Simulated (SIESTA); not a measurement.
A user runs SIESTA on BaLaMg14 (Amm2, 16 atoms in the cell) and asks whether the run is sound. The aim is a self-consistent single point with DFT, GGA PBEsol, numerical atomic orbitals DZP, PseudoDojo PBEsol standard norm-conserving potentials (rewritten from UPF to PSML).

Cell that was meant: a = 10.7807 Å, b = 6.7573 Å, c = 6.7573 Å, α = 59.65°, β = 90.00°, γ = 90.00°.

Part of the input:

```
# files in the folder: Ba.psml La.psml Mg.psml (PseudoDojo PBEsol standard)
SystemName  BaLaMg15
SystemLabel balamg14

NumberOfAtoms                17
NumberOfSpecies              3
%block ChemicalSpeciesLabel
  1 56 Ba
[...]
    15.364768941   -0.000000000    7.461194456  3
     4.862722522    0.000000000   18.644012765  3
    15.509821454    0.000000000   18.644012765  3
     4.678717704    0.180791259    7.504554686  3
%endblock AtomicCoordinatesAndAtomicSpecies

XC.functional                GGA
```

Output, abridged:

```
reinit: Reading from file input.fdf

reinit: System Name: BaLaMg15
reinit: System Label: balamg14

   [... lines left out ...]
siesta: WARNING: Atoms  1237  1241 too close: rij =    0.200001 Ang
siesta: WARNING: Atoms  1254  1258 too close: rij =    0.200001 Ang
siesta: WARNING: Atoms  1271  1275 too close: rij =    0.200001 Ang
new_DM -- step:     1
Initializing Density Matrix...

Attempting to read DM from file... Failed...
DM filled with atomic data:

InitMesh: MESH = 120 x 64 x 64 = 491520
InitMesh: Mesh cutoff (required, used) =   300.000   329.396 Ry

stepf: Methfessel-Paxton step function
       Using Hermite-Gauss polynomials of order  1
        iscf     Eharris(eV)        E_KS(eV)     FreeEng(eV)     dDmax    Ef(eV) dHmax(eV)
   scf:    1   -18848.133833   -21119.598351   -21119.596200 40.683226 -2.722817178.414313
   scf:    2   -21347.659439   -21266.891473   -21266.896333 14.745496 -2.536519129.706572
   scf:    3   -21493.150401   -21461.673263   -21461.671810 29.710238 -2.906090 12.435095
   scf:    4   -21472.787721   -21470.674131   -21470.663167  1.589124 -2.912431 16.650115
   scf:    5   -21474.293296   -21472.798832   -21472.786639  5.153381 -2.958446  8.254915
   [... 27 lines left out ...]
   scf:   33   -21474.418199   -21474.418199   -21474.407379  0.000014 -3.085065  0.000185
   scf:   34   -21474.418199   -21474.418199   -21474.407379  0.000012 -3.085065  0.000161
   scf:   35   -21474.418199   -21474.418199   -21474.407379  0.000011 -3.085065  0.000141
   scf:   36   -21474.418199   -21474.418199   -21474.407379  0.000009 -3.085066  0.000123
SCF Convergence by DM+H criterion
max |DM_out - DM_in|         :     0.0000091797
max |H_out - H_in|      (eV) :     0.0001230107
SCF cycle converged after 36 iterations

Using DM_out to compute the final energy and forces

siesta: E_KS(eV) =           -21474.4182

siesta: E_KS - E_eggbox =    -21474.4182

siesta: Atomic forces (eV/Ang):
     1   -0.183886    0.163457   -0.105613
     2   -2.151135    0.333149    1.100106
     3    0.060244    0.172446    0.217363
     4    0.174445   -0.117672    0.006185
     5   -0.429770    0.176244    0.033315
     6   -0.361617   -0.414775   -0.228981
     7    0.010382    0.239851   -0.092701
     8    0.303596   -0.076905   -0.124792
     9   -0.061046    0.209817    0.079411
    10   -0.177560    0.227192   -0.016118
   [... lines left out ...]
siesta: FreeEng =    -21474.407379
   [... lines left out ...]
siesta:     6.882159   -3.743352   -0.904911
siesta:     1.645724   -0.904911   -0.175008

siesta: Cell volume =        424.785701 Ang**3

siesta: Pressure (static):
siesta:                Solid            Molecule  Units
siesta:           0.05953174         -0.00032389  Ry/Bohr**3
siesta:           5.46595255         -0.02973847  eV/Ang**3
siesta:        8757.42145333        -47.64627816  kBar
```

Problem. Can these results be used? Check the input.

Solution. The run is not sound. The fault is one atom entered twice. Two nuclei at or near one point give a huge ion-ion repulsion and overlapping cores, and the electron count is too high as well. To fix it, remove the duplicate atom. The run converged in 36 iterations without an error; against the sound input the pressure goes from -0.18 to 875.7 GPa and the largest force goes from 0.189 to 35100 eV/Å. The full log also holds: “siesta: WARNING: Atoms    13    17 too close: rij =    0.200001 Ang” and “siesta: WARNING: Atoms    30    34 too close: rij =    0.200001 Ang”.

An input that runs soundly differs in these lines (not the only fix; some lines may just follow from the change or write a value another way):
```diff
-SystemName  BaLaMg15
+SystemName  BaLaMg14
-NumberOfAtoms                17
+NumberOfAtoms                16
-     4.678717704    0.180791259    7.504554686  3
```

With that input, the run converged in 20 iterations: free energy E − TS -24293.1062 eV; Fermi level (on the code's own zero) -3.23 eV; pressure -0.18 GPa; largest force (vector length) 0.189 eV/Å (DFT, GGA PBEsol, numerical atomic orbitals DZP, PseudoDojo PBEsol standard norm-conserving potentials (rewritten from UPF to PSML)).

On the sound input: the starting cell comes from a database of computed structures (which also holds hypothetical and non-ambient phases and stackings), without a prior relaxation at this level. Its lattice was rescaled by a random factor within 2.5 % of one. Values carry the incompleteness of an atom-centred basis.
